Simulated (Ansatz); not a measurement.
## Effective masses and thermopower of AlN (P6_3mc)

Here is the system:

```
CELL_PARAMETERS angstrom
      3.18212     0.00000     0.00000
     -1.59106     2.75580     0.00000
      0.00000     0.00000     4.91275
ATOMIC_POSITIONS crystal
  Al 0.33333 0.66667 0.99314
  Al 0.66667 0.33333 0.49314
  N  0.33333 0.66667 0.38186
  N  0.66667 0.33333 0.88186
```

The numbers are results of r2SCAN with spin-orbit coupling, rigid bands (plane waves, PAW; Ansatz, a first-principles code), not measurements. Condition of this run: biaxial stress in the c plane of -9 GPa (compression positive) (the target of the relaxation). Geometry: cell and atoms relaxed with PBEsol, then loaded as said.

```
Item                                                                                                                                                               Value
---------------------------------------------------------------------------------------------------------------------------------------  -------------------------------
band gap                                                                                                                                                         4.35 eV
electron conductivity mass (300 K, dilute)                                                                                               0.30 (x), 0.30 (y), 0.31 (z) mₑ
hole conductivity mass (300 K, dilute)                                                                                                     2.9 (x), 2.9 (y), 0.34 (z) mₑ
effective density of states N_c (300 K)                                                                                                                      4.3e18 cm⁻³
effective density of states N_v (300 K)                                                                                                                      4.1e19 cm⁻³
density-of-states mass, electrons                                                                                                                                0.31 mₑ
density-of-states mass, holes                                                                                                                                    1.40 mₑ
Seebeck coefficient, n-type 1e19 cm⁻³, 300 K                                                                                                                   -155 μV/K
best n-type power factor at 300 K for τ = 10 fs (best axis; densities from 1e16 to 1e21 cm⁻³ tried, whether or not they can be reached)      2.2 μW/(cm·K²) at 1e19 cm⁻³
Seebeck coefficient, p-type 1e19 cm⁻³, 300 K                                                                                                                    342 μV/K
best p-type power factor at 300 K for τ = 10 fs (best axis; densities from 1e16 to 1e21 cm⁻³ tried, whether or not they can be reached)     15.2 μW/(cm·K²) at 1e20 cm⁻³
```

Rigid bands; masses and Seebeck coefficients take one relaxation time τ for all states and one kind of carrier; polarons and phonon drag are left out. Geometry: cell and atoms relaxed with PBEsol.
